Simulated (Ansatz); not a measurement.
Given:

Host crystal: monoclinic HfO2, with a band gap (PBE, scalar-relativistic without spin-orbit coupling).

End structure of Br on the 1x1 (100) surface of monoclinic HfO2 (cut with top plane 2 O), one in a 1x1 cell, started at the site 'bridge O-O (span 5.2 Å)':

```xyz
25
Lattice="5.2120 0.0000 0.0000 0.0000 5.3525 0.0000 0.0000 0.0000 28.5000" Properties=species:S:1:pos:R:3 pbc="T T T"
O      0.9709     4.6213     9.5845
O      1.6351     1.9450     9.5845
Hf     0.3801     0.8579    10.6268
Hf     2.2259     3.5341    10.6268
O      3.8514     4.8211    11.3841
O      3.9666     2.1448    11.3841
O      1.2676     2.3508    12.0762
O      1.3384     5.0271    12.0762
Hf     2.8852     0.9369    12.8417
Hf     4.9328     3.6131    12.8417
O      3.4765     2.6859    13.8904
O      4.3415     0.0097    13.8904
O      0.8686     3.6073    14.6110
O      1.7436     0.9228    14.6036
Hf     0.2556     0.0118    15.6549
Hf     2.3307     2.6735    15.6582
O      3.8672     3.9566    16.4571
O      3.9424     1.2720    16.4945
O      1.2337     1.4636    17.0607
O      1.3303     4.1498    17.1083
Hf     2.9049     0.0539    17.8355
Hf     4.8709     2.7972    18.0009
O      3.4418     1.7166    18.9414
O      4.1586     4.3905    18.9499
Br     1.4299     2.5065    20.1272
```

Set-up: 25 atoms, 9.3 Å thick at the start under the adsorbate (thin: gaps and levels are the slab's own); mesh 4x4x1; 0.01 eV smearing; dipole correction on; single point; no symmetry held, on the structure that PBE left; spin-polarised, ending with about 1.0 μB a cell; orders that need a larger cell were not tried, no spin-orbit, no U, no dispersion correction. The program's check for a lower electronic state was not made. At the end it is bonded to Hf. In PBE it is, or lies within 0.03 eV of, the lowest of the starts that converged; the order may differ at this level.

A negative adsorption energy means that the adsorbate is more stable on the surface than in its reference.

Question: What is the computed highest filled level below the top vacuum level (r2SCAN, at the PBE geometry and the start's symmetry (Ansatz, a first-principles code))?

Answer: 7.57 eV

Question: Give the gap of the slab on its k-mesh at the level r2SCAN, at the PBE geometry and the start's symmetry.

Answer: 1.25 eV

Question: Predict the change of the step from the bottom to the top vacuum level, against the clean slab from r2SCAN, at the PBE geometry and the start's symmetry.

Answer: 0.002 eV

Question: Give the adsorption energy against ½ Br2(g) at the same level at the level r2SCAN, at the PBE geometry and the start's symmetry.

Answer: -16 kJ/mol
